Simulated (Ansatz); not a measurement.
**Response to strain in Hf**

Consider Hf in the hcp (Mg type) structure (space group P6_3/mmc, No. 194; a = 3.1581 Å, c = 5.0045 Å; relaxed with 0.1 eV smearing).

Strains are applied to the cell and any free atomic positions relax.

Calculations: PBEsol/PAW in Ansatz (a first-principles code), spin-orbit coupling left out.

Candidates:
(a) isotropic strain −1.50 %
(b) isotropic strain +1.50 %
(c) isotropic strain −0.50 %

Notes on the quantities. energy relative to the base: free energy F.

Task: Order them by energy relative to the base, lowest first.

Result: (c) isotropic strain −0.50 % (+1.7 meV/atom), (b) isotropic strain +1.50 % (+15 meV/atom), (a) isotropic strain −1.50 % (+16 meV/atom)

Whether these cells are dynamically stable was not tested. The final runs are not spin-polarised.
